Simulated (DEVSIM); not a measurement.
Device: illuminated Si p-on-n cell, one wavelength, at 300 K.

Layer 1 from the left is Si, thickness (μm) 0.200, Na (cm⁻³) 4.5e18, τn (s) 1.1e-8, τp (s) 1.1e-7, absorption coefficient (cm⁻¹) 430. Layer 2 from the left is Si, thickness (μm) 200, Nd (cm⁻³) 2.9e16, τn (s) 3.7e-7, τp (s) 3.7e-7, absorption coefficient (cm⁻¹) 430.

Left contact: ohmic, minority electron recombination velocity 10000 cm/s. Right contact: ohmic, minority hole recombination velocity 2000 cm/s. Voltage is applied to the left contact. Recombination: SRH at mid-gap, radiative, Auger. Gap narrowing is on: ΔEg = 6.92 meV × (l + √(l² + 0.5)), l = ln(N/1.3e17 cm⁻³), shared equally by both band edges. Light enters at the left, 5.6e17 photons cm⁻² s⁻¹, one pass, no reflection. Mobility is μmin + (μ − μmin)/(1 + (N/Nref)^α).

Constants are typed, rounded textbook-type inputs, not results; the design itself was drawn at random and stands for no fabricated device. Values at 300 K.

Si: gap (eV) 1.124, affinity (eV) 4.05, permittivity 11.7, Nc (cm⁻³) 2.86e19, Nv (cm⁻³) 3.1e19, μn (cm²/Vs) 1417, μp (cm²/Vs) 470, μn,min 52, μp,min 45, Nref,n 9.7e16, Nref,p 2.2e17, αn 0.68, αp 0.72, B (cm³/s) 4.7e-15, Cn (cm⁶/s) 2.8e-31, Cp (cm⁶/s) 9.9e-32.

Simulated with DEVSIM: 1D drift-diffusion, Boltzmann statistics, complete ionisation; no tunnelling, impact ionisation, image-force lowering or self-heating.

Dark forward current:

```csv
|V| (V),|J| (A/cm²)
0.05,6.563e-9
0.10,2.330e-8
0.15,6.943e-8
0.20,2.014e-7
0.25,5.999e-7
0.30,1.931e-6
0.35,7.167e-6
0.40,3.223e-5
0.45,0.0001739
0.50,0.001063
0.55,0.006936
0.60,0.04643
0.65,0.3029
0.70,1.637
0.75,5.635
0.80,12.57
0.85,21.76
0.90,32.69
0.95,45.14
1.00,59.01
1.05,74.29
1.10,91.04
1.15,109.4
1.20,129.5
1.25,151.4
1.30,175.5
```

Problem. Work out the local ideality factor n = ΔV / (kT/q · ln(J2/J1)) between the rows 0.15 and 0.20 V, 0.55 and 0.60 V, 1.25 and 1.30 V.

Solution. kT/q = 25.85 mV. From 0.15 to 0.20 V: ln(2.014e-7/6.943e-8) = 1.065, n = 1.82. From 0.55 to 0.60 V: ln(0.04643/0.006936) = 1.901, n = 1.02, near the 1 of diffusion or emission over a barrier. From 1.25 to 1.30 V: ln(175.5/151.4) = 0.148, n = 13.09.

Problem. What current could the absorbed light give at most, and what share is collected?

Solution. Σ αd = 8.61, so qΦ(1 − exp(−Σ αd)) = 89.7 mA/cm². The simulated short-circuit current is 41.52 mA/cm², a share of 0.46.

Problem. Estimate the open-circuit voltage by superposition: the voltage at which the dark current equals that short-circuit current.

Solution. Interpolating ln J in the table gives 0.597 V. The simulation gives 0.597 V, the same within the digits that matter. Superposition holds where collection doesn't change with voltage.

Problem. Estimate the fill factor from FF0 = (v − ln(v + 0.72))/(v + 1), v = qVoc/(nkT), with n from the dark curve.

Solution. The rows about Voc, 0.55 and 0.60 V, give n = 1.02, so v = 22.7 and FF0 = 0.825. The simulation gives 0.822, the same within the digits that matter.
